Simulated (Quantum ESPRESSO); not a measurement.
Checking a run of Quantum ESPRESSO on IrRu3 (P6_3/mmc, 8 atoms in the cell). The aim is a self-consistent single point with DFT, LDA (PZ), plane waves, GBRV 1.5 ultrasoft (LDA) pseudopotentials.

Cell that was meant: a = 5.5271 Å, b = 5.5271 Å, c = 4.3894 Å, α = 90.00°, β = 90.00°, γ = 120.00°.

Part of the input:

```fortran
 ecutrho = 320,
 occupations = 'smearing',
 smearing = 'fd',
 degauss = 0.1,
/
&ELECTRONS
 conv_thr = 1.0d-10,
```

Output, abridged:

```
     G-vector sticks info
     --------------------
     sticks:   dense  smooth     PW     G-vecs:    dense   smooth      PW
   [... lines left out ...]
        k(    2) = (   0.0000000   0.0000000   0.3147988), wk =   0.0625000
        k(    3) = (   0.0000000   0.0000000  -0.6295975), wk =   0.0312500
   [... 9 lines left out ...]

     Dense  grid:    75689 G-vectors     FFT dimensions: (  60,  60,  48)

     Smooth grid:    26745 G-vectors     FFT dimensions: (  45,  45,  36)

     Initial potential from superposition of free atoms

     starting charge     118.9999, renormalised to     126.0000

     negative rho (up, down):  1.161E+00 0.000E+00
     Self-consistent Calculation

     iteration #  1     ecut=    40.00 Ry     beta= 0.40

     negative rho (up, down):  1.030E+00 0.000E+00

     total energy              =   -1529.57936911 Ry
     estimated scf accuracy    <      11.22952081 Ry

     iteration #  2     ecut=    40.00 Ry     beta= 0.40

     negative rho (up, down):  1.058E+00 0.000E+00

     total energy              =   -1530.60748572 Ry
     estimated scf accuracy    <       8.48109181 Ry

     iteration #  3     ecut=    40.00 Ry     beta= 0.40

     negative rho (up, down):  1.031E+00 0.000E+00

     total energy              =   -1531.98290596 Ry
     estimated scf accuracy    <       1.58651402 Ry

   [... 9 blocks of this kind left out ...]

     iteration # 13     ecut=    40.00 Ry     beta= 0.40

     negative rho (up, down):  1.024E+00 0.000E+00

     total energy              =   -1532.23318494 Ry
     estimated scf accuracy    <          5.8E-09 Ry

     iteration # 14     ecut=    40.00 Ry     beta= 0.40

     negative rho (up, down):  1.024E+00 0.000E+00
     End of self-consistent calculation

   [... 7 lines left out ...]

   [... 7 lines left out ...]

     the Fermi energy is    22.6018 ev

!    total energy              =   -1532.23318494 Ry
     estimated scf accuracy    <          3.9E-11 Ry
     smearing contrib. (-TS)   =      -3.40013022 Ry
     internal energy E=F+TS    =   -1528.83305473 Ry

     convergence has been achieved in  14 iterations

     negative rho (up, down):  1.024E+00 0.000E+00

     Forces acting on atoms (cartesian axes, Ry/au):

     atom    1 type  1   force =     0.00000000    0.00580698    0.00000000
     atom    2 type  1   force =     0.00000000   -0.00580698   -0.00000000
     atom    3 type  1   force =    -0.00502899    0.00290349    0.00000000
   [... lines left out ...]
     Total force =     0.014224     Total SCF correction =     0.000007
   [... lines left out ...]

     negative rho (up, down):  1.024E+00 0.000E+00
          total   stress  (Ry/bohr**3)                   (kbar)     P=      155.33
   0.00091296   0.00000000   0.00000000          134.30        0.00        0.00
   0.00000000   0.00091296  -0.00000000            0.00      134.30       -0.00
   0.00000000  -0.00000000   0.00134176            0.00       -0.00      197.38

   JOB DONE.
```

Problem. Is this run sound? If not, what is wrong?

Solution. The run is not sound. The fault is an energy in the wrong unit. A bare number is read in the key's own unit, and eV, Ry (13.6 eV) and Ha (27.2 eV) lie far apart, so the setting ends up far from the one that was meant. To fix it, convert the value to the unit that the key expects. The run converged in 14 iterations without an error; against the sound input the free energy falls by 3.15 eV/atom, the pressure goes from -27.45 to 15.53 GPa and the largest force goes from 0.042 to 0.149 eV/Å.

An input that runs soundly differs in these lines (not the only fix; some lines may just follow from the change or write a value another way):
```diff
- degauss = 0.1,
+ degauss = 0.0073499,
```

With that input, the run converged in 13 iterations: free energy E − TS -20821.8634 eV; Fermi level (on the code's own zero) 22.25 eV; pressure -27.45 GPa; largest force (vector length) 0.042 eV/Å (DFT, LDA (PZ), plane waves, GBRV 1.5 ultrasoft (LDA) pseudopotentials).

On the sound input: the starting cell comes from a database of computed structures (which also holds hypothetical and non-ambient phases and stackings), without a prior relaxation at this level. Its lattice was rescaled by a random factor within 2.5 % of one. Spin polarisation is off. With a pressure of about -27 GPa the cell is away from its equilibrium volume at this level. Without a gap this mesh is coarse (it stands for a supercell whose shortest vector is 18 Å).
